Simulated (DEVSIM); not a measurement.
**Schottky contact on n-type GaAs**

Structure: Schottky contact on n-type GaAs, at 300 K.

```tsv
layer (left to right)	material	thickness (μm)	Nd (cm⁻³)	τn (s)	τp (s)
1	GaAs	0.750	2.1e16	1.8e-9	1.8e-9
```

Left contact: Schottky, work function 5.16 eV, emission velocity 2.4e6 cm/s. Right contact: ohmic. Voltage is applied to the left contact. Recombination: SRH at mid-gap, radiative, Auger. Mobility is μmin + (μ − μmin)/(1 + (N/Nref)^α).

This is a model device: material constants are rounded textbook-type values typed into the input, and sizes, dopings and lifetimes were drawn at random. Values at 300 K.

| parameter | GaAs |
|---|---|
| gap (eV) | 1.424 |
| affinity (eV) | 4.07 |
| permittivity | 12.9 |
| Nc (cm⁻³) | 4.7e17 |
| Nv (cm⁻³) | 9e18 |
| μn (cm²/Vs) | 8500 |
| μp (cm²/Vs) | 400 |
| μn,min | 500 |
| μp,min | 20 |
| Nref,n | 6e16 |
| Nref,p | 1.5e17 |
| αn | 0.39 |
| αp | 0.38 |
| B (cm³/s) | 2e-10 |
| Cn (cm⁶/s) | 1e-30 |
| Cp (cm⁶/s) | 1e-30 |

Model (solved in DEVSIM): 1D drift-diffusion, Boltzmann statistics, complete ionisation; no tunnelling, impact ionisation, image-force lowering or self-heating. Metal contacts follow the ideal Schottky-Mott rule: no Fermi-level pinning, no interface dipoles.

| Item | Result |
|---|---|
| Potential step across the device at zero bias | 1.010 V |
| Largest field in the device at zero bias | 76000 V/cm |
| Dark forward voltage at 1 A/cm² | 0.777 V |
| Dark forward voltage at 100 A/cm² | 0.897 V |

Dark forward current:

(V (V), J (A/cm²)): (0.05, 2.6e-10); (0.10, 9.2e-10); (0.20, 7.5e-9); (0.25, 2.1e-8); (0.35, 2.1e-7); (0.40, 8.6e-7); (0.50, 2.5e-5); (0.55, 0.00016); (0.65, 0.0073); (0.70, 0.050); (0.80, 2.4); (0.85, 16); (0.95, 700); (1.00, 3200)

Small-signal capacitance in reverse bias (quasi-static):

```tsv
V (V)	C (nF/cm²)
-0.1	42.1
-0.25	39.5
-0.5	36.0
-0.75	33.3
-1	31.1
-1.5	27.8
-2	25.4
-2.5	23.5
-3.25	21.3
-4	19.6
-5	17.9
```
